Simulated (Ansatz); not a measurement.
System: Ge (model structure, I-43m, No. 217, 23 atoms in the cell). Method: r²SCAN+rVV10 in Ansatz (PAW).

Numerical settings: plane-wave cutoff 560 eV, 6×6×6 k mesh, Fermi–Dirac smearing 0.01 eV, scalar-relativistic PAW data made under PBE.

Cell (relaxed at this level):

```
CELL_PARAMETERS angstrom
     -5.22341     5.22341     5.22341
      5.22341    -5.22341     5.22341
      5.22341     5.22341    -5.22341
ATOMIC_POSITIONS crystal
  Ge 0.00000 0.00000 0.00000
  Ge 0.27101 0.27101 0.27101
  Ge 0.00000 0.00000 0.72899
  Ge 0.00000 0.72899 0.00000
  Ge 0.72899 0.00000 0.00000
  Ge 0.50000 0.25000 0.75000
  Ge 0.50000 0.75000 0.25000
  Ge 0.75000 0.50000 0.25000
  Ge 0.25000 0.50000 0.75000
  Ge 0.25000 0.75000 0.50000
  Ge 0.75000 0.25000 0.50000
  Ge 0.44039 0.44039 0.16943
  Ge 0.27096 0.27096 0.83057
  Ge 0.72904 0.55961 0.00000
  Ge 0.55961 0.72904 0.00000
  Ge 0.16943 0.44039 0.44039
  Ge 0.83057 0.27096 0.27096
  Ge 0.00000 0.72904 0.55961
  Ge 0.00000 0.55961 0.72904
  Ge 0.44039 0.16943 0.44039
  Ge 0.27096 0.83057 0.27096
  Ge 0.55961 0.00000 0.72904
  Ge 0.72904 0.00000 0.55961
```

Task: Estimate the band gap, smallest direct gap on the k points sampled and direct gap at Γ that the calculation returns.

Result: 
- band gap = 1.21 eV (indirect)
- smallest direct gap on the k points sampled = 1.31 eV
- direct gap at Γ = 2.01 eV

Note: the relaxation could raise the start's symmetry but not lower it, so the cell can be a saddle point.

Spin–orbit coupling is not included.

Static lattice: no zero-point or thermal effects.

A model structure was made by putting elements into a prototype or built by hand; it is no filed structure, need not be a known phase, and can be a saddle point held by its symmetry.

Ansatz is a first-principles code.
